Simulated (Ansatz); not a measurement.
## ZrS2 under a change: biaxial strain −0.50 %, plane normal [001], relaxed out of plane

Take ZrS₂ in the CdI2 type structure (space group P-3m1, No. 164; a = 3.6348 Å, c = 5.7196 Å; layered, stacked along the Cartesian z axis) as the base. Axes: x lies along a and z along c of the hexagonal cell.

Modification: biaxial strain −0.50 %, plane normal [001], relaxed out of plane (Cartesian); in-plane vectors clamped, the third vector and the atoms free.

Method: PBE-D3(BJ)/PAW in Ansatz (a quantum-chemistry and plane-wave program), no spin-orbit coupling. Γ-centred 10×10×6 mesh, Fermi–Dirac width 0.05 eV.

```csv
quantity,base,changed,shift
volume per atom,21.81 Å³,21.64 Å³,-0.176 Å³
space group,P-3m1 (No. 164),P-3m1 (No. 164),–
shortest interatomic distance,2.557 Å,2.553 Å,-0.004 Å
"pressure (mean of the normal stresses, compression positive)",0.00 GPa,0.54 GPa,+0.54 GPa
band gap,0.66 eV,0.63 eV,-0.03 eV
gap character,"indirect, Γ → L","indirect, Γ → L",–
width of the top valence band,2.07 eV,2.08 eV,+0.01 eV
"valence-band top at Γ (three highest levels, from the VBM)","0.00, -0.24, -0.24 eV","0.00, -0.20, -0.20 eV",–
out-of-plane strain,–,+0.19 %,–
mean in-plane stress (compression positive),–,+0.8 GPa,–
```

Final structure (turned so that z lies along the plane normal):

```
CELL_PARAMETERS angstrom
      3.61665     0.00000     0.00000
      1.80833     3.13211     0.00000
      0.00000     0.00000     5.73049
ATOMIC_POSITIONS crystal
  Zr 0.00000 0.00000 0.00000
  S  0.33333 0.33333 0.25634
  S  0.66667 0.66667 0.74366
```

Whether these cells are dynamically stable was not tested.
